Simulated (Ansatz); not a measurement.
WRe₃ (model structure, started from the A15 type, Pm-3n, No. 223, 8 atoms in the cell)

These are r²SCAN (Ansatz, a first-principles code, plane waves, PAW) values and carry that method's errors.

Run with plane-wave cutoff 560 eV, 12×12×12 k mesh, Fermi–Dirac smearing 0.05 eV, no spin polarisation, scalar-relativistic PAW data made under PBE.

Cell (relaxed at this level):

```
Re3W
1.0
    4.95863     0.00000     0.00000
    0.00000     4.95863     0.00000
    0.00000     0.00000     4.95863
Re W
6 2
Direct
  0.25000   0.00000   0.50000
  0.75000   0.00000   0.50000
  0.00000   0.50000   0.25000
  0.00000   0.50000   0.75000
  0.50000   0.25000   0.00000
  0.50000   0.75000   0.00000
  0.00000   0.00000   0.00000
  0.50000   0.50000   0.50000
```

```json
{
  "bulk_modulus": "361 GPa"
}
```

Note: the run has no spin polarisation, so it can have missed a magnetic state; the bulk modulus is −V dP/dV from two relaxed cells at ±2 % in volume; the relaxation could raise the start's symmetry but not lower it, so the cell can be a saddle point.

Spin–orbit coupling is not included.

The computed numbers hold no vibrational or temperature effects.

Computing time: about 5 core-minutes (a rough figure).

A model structure was made by putting elements into a prototype or built by hand; it is no filed structure, need not be a known phase, and can be a saddle point held by its symmetry.
